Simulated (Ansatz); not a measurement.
Consider the following.

```yaml
crystal:
  lattice:
    - [2.46133, 0.00000, 0.00000]
    - [-1.23066, 2.13157, 0.00000]
    - [0.00000, 0.00000, 6.49562]
  atoms:
    - { symbol: B, position: [0.66667, 0.33333, 0.75000] }
    - { symbol: B, position: [0.33333, 0.66667, 0.25000] }
    - { symbol: N, position: [0.33333, 0.66667, 0.75000] }
    - { symbol: N, position: [0.66667, 0.33333, 0.25000] }
```

No spin polarisation.

Method: Ansatz (a first-principles code) PBE-D3(BJ), scalar-relativistic without spin-orbit coupling. k-mesh 15×15×5 (Γ-centred); smearing 0.05 eV (Fermi–Dirac).

**Question.** Predict the band gap and smallest direct gap.

**Answer.** The band gap comes out as 4.30 eV and the smallest direct gap is 4.77 eV.

The cells carry an imposed strain or load. Whether these cells are dynamically stable was not tested. The cell was made from BN (space group P6_3/mmc, No. 194; layered, stacked along the Cartesian z axis) by this change: isotropic strain −1.80 %.
